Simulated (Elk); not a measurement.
A self-consistent single point of Ga2Pt (P1, 3 atoms in the cell) with Elk.

Method of the run: PBEsol, all-electron FP-LAPW, Elk's shipped species files, default APW+lo basis run with Elk.

```
CELL_PARAMETERS angstrom
      0.00000     2.96792     2.96792
      2.96792     0.00000     2.96792
      2.96792     2.96792     0.00000
ATOMIC_POSITIONS crystal
  Ga 0.74944 0.75120 0.74284
  Ga 0.22309 0.26757 0.25428
  Pt 0.02747 0.98123 0.00288
```

Reference input (self-consistent single point, DFT, LDA (PW92), all-electron FP-LAPW, Elk's shipped species files, default APW+lo basis): xctype = 3; rgkmax = 7; stype = 3; swidth = 0.00367493 Ha; ngridk = 6 6 6; rmtscf = 0.83. This run's input differs from it in these lines:

```diff
@@ -4,3 +4,3 @@
 xctype
-  3
+  22
```

Output, abridged:

```
│ Self-consistent loop started │
│ Loop number : 1 │
 total energy                :     -22310.6940997
│ Loop number : 2 │
 total energy                :     -22311.5830808
RMS change in Kohn-Sham potential (target) :   0.2329804695     (  0.1000000000E-05)
Absolute change in total energy (target)   :   0.8889811419     (  0.1000000000E-03)
│ Loop number : 3 │
 total energy                :     -22313.2951152
RMS change in Kohn-Sham potential (target) :   0.2158327824     (  0.1000000000E-05)
Absolute change in total energy (target)   :    1.934279596     (  0.1000000000E-03)
│ Loop number : 4 │
   [... lines left out ...]
Absolute change in total energy (target)   :   0.1454850229E-02 (  0.1000000000E-03)
│ Loop number : 13 │
 total energy                :     -22327.0526181
RMS change in Kohn-Sham potential (target) :   0.1130023380E-05 (  0.1000000000E-05)
Absolute change in total energy (target)   :   0.6401874998E-05 (  0.1000000000E-03)
│ Loop number : 14 │
 total energy                :     -22327.0525979
RMS change in Kohn-Sham potential (target) :   0.8245669583E-06 (  0.1000000000E-05)
Absolute change in total energy (target)   :   0.1854443326E-04 (  0.1000000000E-03)
Convergence targets achieved

│ Loop number : 15 │

Energies :
 Fermi                       :     0.297634222978
 total energy                :     -22327.0526600

Density of states at Fermi energy :    30.94881652
 (states/Hartree/unit cell)

Estimated indirect band gap :   0.2870789778E-03
 from k-point    182 to k-point     50
Estimated direct band gap   :   0.1484875394E-01
 at k-point    129

Charges :
 core                        :    84.00000000
 valence                     :    56.00000000
 interstitial                :    6.480020852
 muffin-tins (core leakage)
  species :    1 (Ga)
   atom    1                 :    28.75916940     (  0.6398661108E-02)
   atom    2                 :    28.76415258     (  0.6403387437E-02)
  species :    2 (Pt)
   atom    1                 :    75.99665717     (  0.1877045357E-02)
 total in muffin-tins        :    133.5199791
 total calculated charge     :    139.9771340
 total charge                :    140.0000000
 error                       :   0.2286597071E-01

│ Self-consistent loop stopped │
```

The run converged in 15 iterations. The count includes the last loop, which Elk runs after its targets are met. 

The starting cell comes from a database of computed structures (which also holds hypothetical and non-ambient phases and stackings), without a prior relaxation at this level. Its atoms were displaced at random from the sites of space group no. 225. Spin-orbit coupling is off. Spin polarisation is off. Values depend on the basis (sphere radii, cutoffs, local orbitals), which need not be converged. The log's line on a gap gives a spacing of levels on this mesh, which the program prints for metals too.

Cost on one core of a shared machine: roughly 2 min.
